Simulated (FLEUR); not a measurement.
A self-consistent single point of CaO (Fm-3m, 2 atoms in the cell) with FLEUR.

Level of theory: PBE, all-electron FLAPW (FLEUR), scalar-relativistic valence.

The change in words: lattice scaled by 0.98. Reference geometry:
```yaml
crystal:
  lattice:
    - [0.00000, 2.35428, 2.35428]
    - [2.35428, 0.00000, 2.35428]
    - [2.35428, 2.35428, 0.00000]
  atoms:
    - { symbol: Ca, position: [0.00000, 0.00000, 0.00000] }
    - { symbol: O, position: [0.50000, 0.50000, 0.50000] }
```

Reference input (self-consistent single point, DFT, PBE, all-electron FLAPW (FLEUR), scalar-relativistic valence): Kmax = 4 1/bohr; GmaxXC = 12 1/bohr; xcFunctional = pbe; jspins = 1; l_soc = F; mode = hist; fermiSmearingEnergy = 0.00073499 Htr; mesh (inpgen div1-3) = 12 12 12; inpgen gamma flag = true; Gmax = 12 1/bohr; numbands = 0; maxIterBroyd = 15. This run's input differs from it in these lines:

```diff
@@ -3,5 +3,5 @@
 &input film=f /
-0.0000000000 4.4489482001 4.4489482001
-4.4489482001 -0.0000000000 4.4489482001
-4.4489482001 4.4489482001 -0.0000000000
+-0.0000000000 4.3599685558 4.3599685558
+4.3599685558 0.0000000000 4.3599685558
+4.3599685558 4.3599685558 -0.0000000000
 1.0
@@ -43,5 +43,5 @@
          <bravaisMatrix>
-            <row-1>    0.0000000000000000     4.4489482001000002     4.4489482001000002</row-1>
-            <row-2>    4.4489482001000002     0.0000000000000000     4.4489482001000002</row-2>
-            <row-3>    4.4489482001000002     4.4489482001000002     0.0000000000000000</row-3>
+            <row-1>    0.0000000000000000     4.3599685558000001     4.3599685558000001</row-1>
+            <row-2>    4.3599685558000001     0.0000000000000000     4.3599685558000001</row-2>
+            <row-3>    4.3599685558000001     4.3599685558000001     0.0000000000000000</row-3>
          </bravaisMatrix>
```

The program printed (abridged):

```
 Iteration:     1   Distance:      22.13966742 me/bohr^3
 Iteration:     2   Distance:      18.70906593 me/bohr^3
 Iteration:     3   Distance:       7.55125570 me/bohr^3
 Iteration:     4   Distance:       8.58928065 me/bohr^3
 Iteration:     5   Distance:       1.13554656 me/bohr^3
   [... 8 lines left out ...]
 Iteration:    14   Distance:       0.00001502 me/bohr^3
 Iteration:    15   Distance:       0.00001294 me/bohr^3
 Iteration:    16   Distance:       0.00001201 me/bohr^3
 Iteration:    17   Distance:       0.00000654 me/bohr^3
 Run finished successfully
 Stop message:
   Structural relaxation: Done

[file out, last iteration]
             iter=     18
[...]
          total density-effective poten   -1.1903515356E+03
          total charge density-energy d   -4.4884255068E+01
 Updated energy parameters for spin:           1
[...]
 fermi energy and band-weighting factors:

[...]
FERMIE:
          first approx. to ef    (T=0)  :   0.232550 htr   (energy of the highest occ. eigenvalue)
          number of occ. states  (T=0)  :        576
          first approx. to seigv (T=0)  :  -4.406793 htr
          sum of weights of occ. states :   8.000000
          sum of semicore charge        :   0.000000 e
FERHIS:  Fermi-Energy by histogram:
          bandgap                     :   0.133289 htr
   [... lines left out ...]
          charge neutrality (T=0)     :   0.000000    (zero if the highest occ. eigenvalue is "entirely" occupied)
 Direct bandgap for spin            1 :   0.14579110808923282       Htr
 ---->    free energy=                      -755.7811966719 htr
   [... lines left out ...]
      extrapolation for T->0
 ---->    total electron energy=            -755.7811966719 htr
 ***** TOTAL FORCES ON ATOMS *****
 TOTAL FORCE FOR ATOM TYPE=  1  X=  0.000   Y=  0.000   Z=  0.000
                       FX_TOT= 0.000000 FY_TOT= 0.000000 FZ_TOT= 0.000000
 TOTAL FORCE FOR ATOM TYPE=  2  X=  4.360   Y=  4.360   Z=  4.360
                       FX_TOT= 0.000000 FY_TOT= 0.000000 FZ_TOT= 0.000000
 Structural relaxation: Done
```

The run converged in 17 iterations. FLEUR gives forces in its relaxation mode, with a further iteration, so its stop message speaks of a relaxation. Against the reference run the free energy goes up by 67.7 meV/atom and the gap on the mesh goes from 3.674 to 3.627 eV.

The starting cell comes from a database of computed structures (which also holds hypothetical and non-ambient phases and stackings), without a prior relaxation at this level. Its lattice was rescaled by a random factor within 2.5 % of one. For this run, on top of that: lattice scaled by 0.98. Values depend on the basis (sphere radii, cutoffs, local orbitals), which need not be converged.

Cost on one core of a shared machine: roughly 40 s.
